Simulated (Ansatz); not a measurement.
TiN, pressure series

The parent structure is TiN in the rock salt structure (space group Fm-3m, No. 225; a = 4.2469 Å).

Cell and atoms are relaxed at each pressure.

Method: PBE (Ansatz, a program for electronic structure), scalar-relativistic without spin-orbit coupling.

Two rows of this table had their results exchanged by mistake.

```tsv
pressure	volume per atom (Å³)	shortest distance (Å)	band gap
pressure −2 GPa	8.75	2.061	zero
pressure −1 GPa	9.61	2.126	zero
pressure 0.9 GPa	9.54	2.121	zero
pressure 2.1 GPa	9.50	2.118	zero
pressure 4.5 GPa	9.43	2.112	zero
pressure 9 GPa	9.29	2.102	zero
pressure 15 GPa	9.12	2.089	zero
pressure 22.5 GPa	8.93	2.074	zero
pressure 30 GPa	9.65	2.129	zero
```

Q: Which two?

A: The rows for pressure −2 GPa and pressure 30 GPa: the volume has to fall steadily with pressure, so 9.65 Å³ belongs to pressure −2 GPa and 8.75 Å³ to pressure 30 GPa.

Load acts through the strain it causes; cell and atoms are relaxed under it. No phonon test of stability was made. Competing high-pressure phases were not computed. The final runs are not spin-polarised. An odd electron count without spin: TiN.
